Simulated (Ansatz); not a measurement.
Consider GaSb in the zinc blende structure (space group F-43m, No. 216; a = 6.049 Å). Axes: x, y, z lie along the cube axes.

Level of theory: LDA (Ansatz, a quantum-chemistry and plane-wave program; PAW; 420 eV plane waves; without spin-orbit coupling).

Modification: compressive biaxial strain of 1.25 % in the plane normal to [111], as in epitaxy on a mismatched substrate; the out-of-plane cell vector and the atoms relax.

Problem. Estimate the effect on the out-of-plane strain and energy relative to the base.

Solution. The out-of-plane strain is +0.62 %; the energy rises by 3.5 meV/atom.

Stability against distortions was not tested.
